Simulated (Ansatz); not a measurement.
## How far PBE and r2SCAN part for hypothetical zinc blende KF, pressure 1.8 GPa

Consider KF in the zinc blende structure (space group F-43m, No. 216; a = 5.950 Å; a hypothetical phase, not in the database extracts checked).

(Cell as relaxed with PBE.)

Levels (all Ansatz, a quantum-chemistry and plane-wave program, PAW): PBE (420 eV, no SOC); r2SCAN (500 eV, no spin-orbit coupling).

Each level relaxes its own structure.

| base | PBE | r2SCAN |
|---|---|---|
| volume per atom | 26.33 Å³ | 25.32 Å³ |
| lattice parameter a | 5.950 Å | 5.873 Å |
| band gap | 5.06 eV | 5.75 eV |

The change: a hydrostatic pressure of 1.8 GPa.

```csv
quantity,PBE,r2SCAN
shift of the gap caused by the change,+0.20 eV,+0.16 eV
band gap,5.26 eV,5.91 eV
lattice parameter a,5.806 Å,5.744 Å
```

PBE's shift of the gap caused by the change lies 0.04 eV above r2SCAN's; PBE's band gap lies 0.65 eV below r2SCAN's; PBE's lattice parameter a lies 0.062 Å above r2SCAN's (1.1 %). Neither level is exact; r2SCAN is the comparison here, not a measurement.

Load acts through the strain it causes; cell and atoms are relaxed under it. Gaps are read on the SCF mesh and a high-symmetry path. No phonon test of stability was made.
